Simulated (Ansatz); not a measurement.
**rock-salt NbN (1 1 0) on antifluorite Mg2Si (1 1 0) (film strained to the substrate, started from cuts of the bulks and a machine-learned relaxation; slabs Mg12Si6 and N12Nb12, which can lie off the formulas)**

A periodic stack without vacuum, rock-salt NbN (1 1 0) on antifluorite Mg2Si (1 1 0) (film strained to the substrate, started from cuts of the bulks and a machine-learned relaxation; slabs Mg12Si6 and N12Nb12, which can lie off the formulas): substrate slab Mg12Si6, film N12Nb12, surface cells [[0, -1], [1, -1]] and [[1, 0], [1, 2]], film strained by +1.8 and +1.8 %, outermost planes MgSi/MgSi and NNb/NNb as cut, which need not be the usual terminations and can put a slab off its formula.

The start was prepared with a machine-learned potential, and the result is one local minimum, with the in-plane cell held and forces under 0.04 eV/Å; the film can end far from its bulk form.

The numbers are results of PBE (plane waves to 420 eV, PAW; Ansatz, a program for electronic structure), not measurements. Scalar-relativistic, without spin–orbit coupling; the runs are not spin-polarised; PBE gaps are too small against experiment. Its k-point mesh 7×4×1, Fermi–Dirac width 0.05 eV.

* **interface area**: 28.7 Å²
* **period**: 23.01 Å
* **heights between the nearest atoms of the two slabs at the two interfaces**: 2.10 and 2.10 Å
* **Mg–Nb contacts across the interfaces within 1.22 times the sum of covalent radii**: 8, mean 3.14 Å
* **Mg–N contacts across the interfaces within 1.22 times the sum of covalent radii**: 4, mean 2.10 Å
* **Nb–Si contacts across the interfaces within 1.22 times the sum of covalent radii**: 4, mean 2.72 Å
* **hole barrier (PBE)**: 0.18 eV
* **electron barrier (PBE)**: 0.04 eV

```yaml
crystal:
  lattice:
    - [4.49214, -0.00014, 0.36653]
    - [4.50208, 6.36327, 0.30401]
    - [2.66701, 1.90323, 23.28777]
  atoms:
    - { symbol: Mg, position: [0.20736, 0.14429, 0.13966] }
    - { symbol: Mg, position: [0.78078, 0.17136, 0.04105] }
    - { symbol: Mg, position: [0.28195, 0.67056, 0.04068] }
    - { symbol: Mg, position: [0.70772, 0.64445, 0.13949] }
    - { symbol: Mg, position: [0.05777, 0.09419, 0.33512] }
    - { symbol: Mg, position: [0.63265, 0.11989, 0.23685] }
    - { symbol: Mg, position: [0.13288, 0.61944, 0.23688] }
    - { symbol: Mg, position: [0.55743, 0.59477, 0.33509] }
    - { symbol: Mg, position: [0.90919, 0.04309, 0.53098] }
    - { symbol: Mg, position: [0.48301, 0.06979, 0.43229] }
    - { symbol: Mg, position: [0.98264, 0.56969, 0.43247] }
    - { symbol: Mg, position: [0.40826, 0.54380, 0.53126] }
    - { symbol: Si, position: [0.95845, 0.89499, 0.13780] }
    - { symbol: Si, position: [0.02971, 0.41880, 0.04358] }
    - { symbol: Si, position: [0.80839, 0.84469, 0.33430] }
    - { symbol: Si, position: [0.88198, 0.36945, 0.23768] }
    - { symbol: Si, position: [0.66058, 0.79539, 0.52838] }
    - { symbol: Si, position: [0.73188, 0.31916, 0.43416] }
    - { symbol: N, position: [0.83883, 0.02776, 0.62239] }
    - { symbol: N, position: [0.35078, 0.51357, 0.62271] }
    - { symbol: N, position: [0.57522, 0.75942, 0.68692] }
    - { symbol: N, position: [0.08554, 0.25838, 0.68402] }
    - { symbol: N, position: [0.23028, 0.48879, 0.75461] }
    - { symbol: N, position: [0.72796, 0.98077, 0.75293] }
    - { symbol: N, position: [0.96257, 0.23340, 0.81892] }
    - { symbol: N, position: [0.46072, 0.72525, 0.81725] }
    - { symbol: N, position: [0.60503, 0.95573, 0.88793] }
    - { symbol: N, position: [0.11576, 0.45448, 0.88502] }
    - { symbol: N, position: [0.34012, 0.70044, 0.94923] }
    - { symbol: N, position: [0.85202, 0.18618, 0.94961] }
    - { symbol: Nb, position: [0.08562, 0.75301, 0.68211] }
    - { symbol: Nb, position: [0.59489, 0.25256, 0.68528] }
    - { symbol: Nb, position: [0.33871, 0.01210, 0.62627] }
    - { symbol: Nb, position: [0.81842, 0.53094, 0.62621] }
    - { symbol: Nb, position: [0.48611, 0.20955, 0.81869] }
    - { symbol: Nb, position: [0.96536, 0.72470, 0.82101] }
    - { symbol: Nb, position: [0.72551, 0.48942, 0.75085] }
    - { symbol: Nb, position: [0.20437, 0.00458, 0.75321] }
    - { symbol: Nb, position: [0.87211, 0.68328, 0.94580] }
    - { symbol: Nb, position: [0.35210, 0.20190, 0.94569] }
    - { symbol: Nb, position: [0.09574, 0.96152, 0.88664] }
    - { symbol: Nb, position: [0.60539, 0.46084, 0.88982] }
```
